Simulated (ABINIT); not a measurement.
## Parameter sweep on V3Fe (Fm-3m, 4 atoms in the cell)

```yaml
crystal:
  lattice:
    - [0.00000, 2.89906, 2.89906]
    - [2.89906, 0.00000, 2.89906]
    - [2.89906, 2.89906, 0.00000]
  atoms:
    - { symbol: V, position: [0.25000, 0.25000, 0.25000] }
    - { symbol: V, position: [0.75000, 0.75000, 0.75000] }
    - { symbol: V, position: [0.50000, 0.50000, 0.50000] }
    - { symbol: Fe, position: [0.00000, 0.00000, 0.00000] }
```

Base run A: PBEsol, PAW (JTH v2.0 PBE PAW, files made for PBE) (ABINIT), self-consistent single point.

Its settings: pseudos = [V.GGA_PBE-JTH.xml, Fe.GGA_PBE-JTH.xml]; ecut = 816 eV; pawecutdg = 1633 eV; pawxcdev = 0; ixc = -116133; occopt = 6; tsmear = 0.05 eV; ngkpt = 6 6 6; nshiftk = 1; shiftk = 0 0 0; potentials = JTH v2.0 PBE PAW; nband = 36; kptopt = 1; nstep = 50; toldfe = 1e-09 Ha.

The starting cell comes from a database of computed structures (which also holds hypothetical and non-ambient phases and stackings), without a prior relaxation at this level. Spin polarisation is off. The potentials were made for another functional than the one used. In the base run, with a pressure of about -4 GPa the cell is away from its equilibrium volume at this level.

ΔF is the free energy per atom less that of run A. 

```json
[
 {"run": "A", "occopt, tsmear": "6, 0.05 eV", "ΔF (meV/atom)": "0.00", "pressure (GPa)": "-4.49", "TS (meV/atom)": "0.3"},
 {"run": "B", "occopt, tsmear": "7, 0.1 eV", "ΔF (meV/atom)": "-2.0", "pressure (GPa)": "-4.36", "TS (meV/atom)": "3.4"},
 {"run": "C", "occopt, tsmear": "7, 0.2 eV", "ΔF (meV/atom)": "-6.7", "pressure (GPa)": "-4.23", "TS (meV/atom)": "12.3"},
 {"run": "D", "occopt, tsmear": "3, 0.2 eV", "ΔF (meV/atom)": "-52.7", "pressure (GPa)": "-2.89", "TS (meV/atom)": "125.3"},
 {"run": "E", "occopt, tsmear": "3, 0.3 eV", "ΔF (meV/atom)": "-138.9", "pressure (GPa)": "-0.77", "TS (meV/atom)": "330.5"},
 {"run": "F", "occopt, tsmear": "6, 0.1 eV", "ΔF (meV/atom)": "-0.33", "pressure (GPa)": "-4.43", "TS (meV/atom)": "0.5"},
 {"run": "G", "occopt, tsmear": "6, 0.2 eV", "ΔF (meV/atom)": "-0.41", "pressure (GPa)": "-4.40", "TS (meV/atom)": "-0.8"}
]
```

Run E against A: The free energy drops by 139 meV/atom and the pressure goes from -4.49 to -0.77 GPa.

Run B against A: The free energy falls by 2.0 meV/atom and the pressure goes from -4.49 to -4.36 GPa.

Run D against A: The free energy drops by 52.7 meV/atom and the pressure goes from -4.49 to -2.89 GPa.
